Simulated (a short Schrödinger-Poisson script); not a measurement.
Stack: gated Al0.2Ga0.8As/GaAs δ-doped gas, at 300 K.

| layer | material | thickness (nm) | Na (cm⁻³) |
|---|---|---|---|
| 1 | Al0.2Ga0.8As | 10 | - |
| 2 | Al0.2Ga0.8As | 2 | - |
| 3 | GaAs | 6000 | 3e14 |

Constants are typed, rounded textbook-type inputs, not results; the design itself was drawn at random and stands for no fabricated device. Al0.2Ga0.8As: permittivity 12.33, conduction-band edge (eV) 0.158, gap (eV) 1.673, electron mass (mₑ) 0.0836, Nv at 300 K (cm⁻³) 9e18. GaAs: permittivity 12.9, conduction-band edge (eV) 0, gap (eV) 1.424, Nv at 300 K (cm⁻³) 9e18.

Channel valleys (confinement mass, in-plane density-of-states mass, number): Γ 0.067, 0.067, 1. At the gate the conduction-band edge of layer 1 lies 0.91 eV − eVg above the Fermi level of the channel; the field vanishes at the back. Sheet of ionised δ-doping: +2.2e12 e/cm² at 10 nm from the gate. The barrier under the gate holds no holes. Gaps are held at their typed values at every temperature. Mesh 0.08 nm at interfaces.

From a short Schrödinger-Poisson script (our own, NumPy): 1D Poisson equation in equilibrium, electrons quantum, Hartree (BenDaniel-Duke, 40 states a valley, the channel's in-plane mass for all, wave functions free to enter the barrier), parabolic valleys, classical holes, full ionisation, no traps, pinning or gate leakage.

The same stack at other levels of the model or other numerical settings:

```json
[
 {"run": "base", "sheet density of all electrons at Vg = 0.5 V (cm⁻²)": "3.02e11", "capacitance at Vg = 0.5 V (μF/cm²)": "0.458", "centroid of the channel electrons at Vg = 0.5 V (nm)": "16.91", "gate voltage at 1e11 electrons/cm² (V)": "0.42", "rough cost against the base": "about 1"},
 {"run": "electrons treated as classical, Boltzmann", "sheet density of all electrons at Vg = 0.5 V (cm⁻²)": "3.36e11", "capacitance at Vg = 0.5 V (μF/cm²)": "0.521", "centroid of the channel electrons at Vg = 0.5 V (nm)": "…", "gate voltage at 1e11 electrons/cm² (V)": "0.41", "rough cost against the base": "0.04"},
 {"run": "electrons treated as classical, Fermi-Dirac", "sheet density of all electrons at Vg = 0.5 V (cm⁻²)": "3.24e11", "capacitance at Vg = 0.5 V (μF/cm²)": "0.484", "centroid of the channel electrons at Vg = 0.5 V (nm)": "14.76", "gate voltage at 1e11 electrons/cm² (V)": "0.41", "rough cost against the base": "0.2"},
 {"run": "electrons treated as quantum, Hartree plus LDA exchange-correlation", "sheet density of all electrons at Vg = 0.5 V (cm⁻²)": "3.20e11", "capacitance at Vg = 0.5 V (μF/cm²)": "0.479", "centroid of the channel electrons at Vg = 0.5 V (nm)": "…", "gate voltage at 1e11 electrons/cm² (V)": "0.41", "rough cost against the base": "about 1"},
 {"run": "mesh six times as coarse", "sheet density of all electrons at Vg = 0.5 V (cm⁻²)": "3.03e11", "capacitance at Vg = 0.5 V (μF/cm²)": "0.458", "centroid of the channel electrons at Vg = 0.5 V (nm)": "17.15", "gate voltage at 1e11 electrons/cm² (V)": "0.41", "rough cost against the base": "0.3"},
 {"run": "one subband a valley", "sheet density of all electrons at Vg = 0.5 V (cm⁻²)": "2.54e11", "capacitance at Vg = 0.5 V (μF/cm²)": "0.450", "centroid of the channel electrons at Vg = 0.5 V (nm)": "9.18", "gate voltage at 1e11 electrons/cm² (V)": "…", "rough cost against the base": "0.3"}
]
```

Problem. What belongs in the gaps?

Solution. 
- one subband a valley, gate voltage at 1e11 electrons/cm² (V): 0.44
- electrons treated as classical, Boltzmann, centroid of the channel electrons at Vg = 0.5 V (nm): 13.92
- electrons treated as quantum, Hartree plus LDA exchange-correlation, centroid of the channel electrons at Vg = 0.5 V (nm): 16.03

The classical rows ignore confinement, and Boltzmann statistics overrate the density once the band edge passes the Fermi level.
